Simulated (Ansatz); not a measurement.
The parent structure is SiC in the zinc blende structure (space group F-43m, No. 216; a = 4.356 Å). Axes: x, y, z lie along the cube axes.

The values are results of DFT with r2SCAN, PAW potentials and a 500 eV plane-wave cutoff in Ansatz (a first-principles code), spin-orbit coupling left out, not measurements.

Before the change:

| Property | Value |
|---|---|
| Shortest interatomic distance | 3.565 bohr |

Modification: compressive biaxial strain of 3.17 % in the plane normal to [001], as in epitaxy on a mismatched substrate; the out-of-plane cell vector and the atoms relax.

**Question.** Predict the new shortest interatomic distance.

**Answer.** The shortest interatomic distance falls by 0.051 bohr (3.565 bohr → 3.514 bohr).

**Question.** How does this affect the ratio −ε⊥/ε∥?

**Answer.** The ratio −ε⊥/ε∥ comes out as 0.63.

Whether these cells are dynamically stable was not tested.
